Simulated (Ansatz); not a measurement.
Start from CuI in the zinc blende structure (space group F-43m, No. 216; a = 5.939 Å). Axes: x, y, z lie along the cube axes.

The values are results of Ansatz (a quantum-chemistry and plane-wave program), PBEsol, PAW, cutoff 420 eV, spin-orbit coupling left out, not measurements.

Strains are applied to the cell and any free atomic positions relax.

One change was made to it. Results:

The band gap decreases by 0.087 eV (1.17 eV → 1.09 eV); the valence-band top at Γ (three highest levels, from the VBM) goes from 0.00, 0.00, 0.00 eV to 0.00, -0.08, -0.11 eV; the energy increases by 8.4 meV/atom.

Question: Name the change that was made.
A) strain tensor (xx, yy, zz, yz, xz, xy) = (+1.61, −1.83, −1.98, +0.16, −0.02, +1.23) %
B) tensor shear ε_xz = −3.27 %
C) tensor shear ε_yz = −0.34 %

Answer: B, tensor shear ε_xz = −3.27 %. For comparison, the band gap in the other runs: strain tensor (xx, yy, zz, yz, xz, xy) = (+1.61, −1.83, −1.98, +0.16, −0.02, +1.23) % gives 1.20 eV; tensor shear ε_yz = −0.34 % gives 1.17 eV.

Spin-orbit coupling, missing from the scalar runs, can matter with I. Stability against distortions was not tested. The final runs are not spin-polarised.
